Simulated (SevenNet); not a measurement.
## L1₀ (CuAu-type) TiAl

All values below come from the machine-learned potential SevenNet-l3i5 (trained on PBE and PBE+U data).

Cell (relaxed at this level):

```cif
data_AlTi
_chemical_formula_sum 'Ti1 Al1'
_space_group_name_H-M_alt 'P4/mmm'
_space_group_IT_number 123
_space_group_name_Hall '-P 4 2'
_cell_length_a 2.82415
_cell_length_b 2.82415
_cell_length_c 4.06778
_cell_angle_alpha 90.000
_cell_angle_beta 90.000
_cell_angle_gamma 90.000
loop_
_atom_site_label
_atom_site_type_symbol
_atom_site_symmetry_multiplicity
_atom_site_Wyckoff_symbol
_atom_site_fract_x
_atom_site_fract_y
_atom_site_fract_z
_atom_site_occupancy
Ti1 Ti 1 a 0.00000 0.00000 0.00000 1
Al1 Al 1 d 0.50000 0.50000 0.50000 1
```

| Property | Value |
|---|---|
| equilibrium lattice constant a | 2.824 Å |
| c axis length | 4.068 Å |

Measured, for comparison: lattice constant a 2.826 Å (temperature not stated, not corrected to a static lattice, P4/mmm two-atom cell, a_fct/√2; as tabulated in Zope and Mishin (2003), arXiv:cond-mat/0306298); lattice parameter c 4.077 Å (temperature not stated, not corrected to a static lattice; as tabulated in Zope and Mishin (2003), arXiv:cond-mat/0306298). Computed (rounded) less measured: lattice constant a -0.1 %, lattice parameter c -0.2 %.

A machine-learned potential is trained on density-functional data: it inherits that level's misses and adds fitting errors of its own.
